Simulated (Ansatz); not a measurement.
The starting structures come from a database of crystals and need not be the phases stable at ambient conditions.

Tunnelling through a barrier is set by its complex band structure: the current falls as exp(−2κd) with the smallest κ.

```
MoPbO4
1.0
    7.19998     0.00106     0.02269
   -0.00131     7.72578    -0.00040
   -2.08208    -3.86298     3.25359
Mo Pb O
2 2 8
Direct
  0.25001   0.12501   0.00001
  0.74999   0.87499   0.99999
  0.25001   0.62500   0.99997
  0.74999   0.37500   0.00003
  0.58792   0.65595   0.93460
  0.41208   0.34405   0.06540
  0.08794   0.80931   0.46527
  0.91206   0.19069   0.53473
  0.08794   0.27866   0.21064
  0.91206   0.72134   0.78936
  0.58794   0.93198   0.74127
  0.41206   0.06802   0.25873
```

Space group of this cell: I4_1/a. The cell was relaxed by PBE-D3(BJ); by r2SCAN its mean pressure is -1.8 GPa.

Transport runs along the normal of the first two printed cell vectors, the (110) plane of the conventional cell.

The gap is the functional's own. No spin-orbit coupling. Mid-gap values are interpolated on the energy grid.

Predict the band gap and the smallest decay constant κ at mid-gap from r2SCAN run with Ansatz (a first-principles code).

Gap 2.99 eV on a 10×10×10 mesh; κ = 0.384 1/Å, at (0.250, 0.000) of the in-plane reciprocal vectors. At the zone centre, at the nearest computed energy, the slowest state has κ = 0.44 1/Å.
